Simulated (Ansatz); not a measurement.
monolayer SnS: band-edge transport data

Input:

```yaml
crystal:
  lattice:
    - [4.28397, 0.00000, 0.00000]
    - [0.00000, 4.53134, 0.00000]
    - [0.00000, 0.00000, 18.86692]
  atoms:
    - { symbol: Sn, position: [0.75000, 0.87690, 0.57331] }
    - { symbol: Sn, position: [0.25000, 0.37690, 0.42669] }
    - { symbol: S, position: [0.25000, 0.49770, 0.56037] }
    - { symbol: S, position: [0.75000, 0.99770, 0.43963] }
```

All values below come from PBE, rigid bands (plane waves, PAW, scalar-relativistic; Ansatz, a first-principles code). Condition of this run: biaxial strain +5 %. How the cell was made: cell and atoms relaxed with PBE, then loaded as said.

```
Quantity                                                        Value
----------------------------------------------  ---------------------
band gap                                                      1.69 eV
electron conductivity mass (300 K, dilute)      0.29 (x), 0.28 (y) mₑ
hole conductivity mass (300 K, dilute)          1.95 (x), 1.05 (y) mₑ
effective density of states N_c (300 K)                   6.0e12 cm⁻²
effective density of states N_v (300 K)                   1.6e13 cm⁻²
Seebeck coefficient, n-type 1.9e12 cm⁻², 300 K              -272 μV/K
Seebeck coefficient, p-type 1.9e12 cm⁻², 300 K               376 μV/K
```

Rigid bands; masses and Seebeck coefficients take one relaxation time τ for all states and one kind of carrier; polarons and phonon drag are left out. Spin-orbit coupling is left out; where it splits the top of the valence band, N_v and the p-type Seebeck coefficient come out somewhat high without it.
